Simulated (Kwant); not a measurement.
Model system: wire with a row of barriers in a InAs two-dimensional gas. Effective mass 0.023 mₑ, grid spacing 6.7 nm, hard walls, nominal width 200 nm (29 grid rows, so walls 201 nm apart), one parabolic valley, scattering region 670 nm long along x; energies count from the band bottom; Fermi energy swept from 0.00032698 to 0.0038829 eV. 2 barrier(s) across the wire, height 0.028 eV, thickness 26.8 nm (about 4 grid columns), spaced by 107.2 nm.

The device is made up for the run: typed textbook-type constants, with dimensions and the other settings drawn at random.

Computed with Kwant: effective-mass tight-binding model on a square grid, one spin, coherent transport at 0 K. Conductance is in e²/h.

Q: How many channels do the leads carry at E = 2.88, 3.03 meV?

A: The hard-wall thresholds are n² ħ²π²/(2mW²) = n² × 0.405 meV with W = 201 nm. √(2.88/0.405) = 2.67, so 2. √(3.03/0.405) = 2.74, so 2.
